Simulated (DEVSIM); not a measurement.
Structure: abrupt Si p-n junction, at 300 K.

```
layer (left to right)  material  thickness (μm)  Nd (cm⁻³)  Na (cm⁻³)  τn (s)  τp (s)
---------------------  --------  --------------  ---------  ---------  ------  ------
1                            Si            3.40          -       3e17  9.7e-5  9.7e-5
2                            Si            24.0     1.9e14          -  9.7e-5  9.7e-5
```

Left contact: ohmic. Right contact: ohmic. Voltage is applied to the left contact. Recombination: SRH at mid-gap, Auger. Mobility is constant in doping. Where it depends on doping, it is μmin + (μ − μmin)/(1 + (N/Nref)^α).

The device is made up for the run: typed textbook-type constants, with dimensions and the other settings drawn at random. Values at 300 K. The table also holds parameters that only a changed run uses.

| parameter | Si |
|---|---|
| gap (eV) | 1.124 |
| affinity (eV) | 4.05 |
| permittivity | 11.7 |
| Nc (cm⁻³) | 2.86e19 |
| Nv (cm⁻³) | 3.1e19 |
| μn (cm²/Vs) | 1417 |
| μp (cm²/Vs) | 470 |
| μn,min | 52 |
| μp,min | 45 |
| Nref,n | 9.7e16 |
| Nref,p | 2.2e17 |
| αn | 0.68 |
| αp | 0.72 |
| Cn (cm⁶/s) | 2.8e-31 |
| Cp (cm⁶/s) | 9.9e-32 |

Simulated with DEVSIM: 1D drift-diffusion, Boltzmann statistics, complete ionisation; no tunnelling, impact ionisation, image-force lowering or self-heating.

Base results: largest field in the device at zero bias (V/cm) 30000; potential step across the device at zero bias (V) 0.696; dark forward voltage at 1 A/cm² (V) 0.583.

### Question
What follows from this one change: thickness of layer 2 24 → 41 μm?

### Answer
largest field in the device at zero bias little changed (30000 V/cm); potential step across the device at zero bias little changed (0.696 V); dark forward voltage at 1 A/cm² 0.583 → 0.604 V.

### Question
What follows from this one change: doping Nd of layer 2 1.9e+14 → 1.9e+13 cm^-3?

### Answer
largest field in the device at zero bias little changed (30000 V/cm); potential step across the device at zero bias 0.696 → 0.636 V; dark forward voltage at 1 A/cm² 0.583 → 0.569 V.
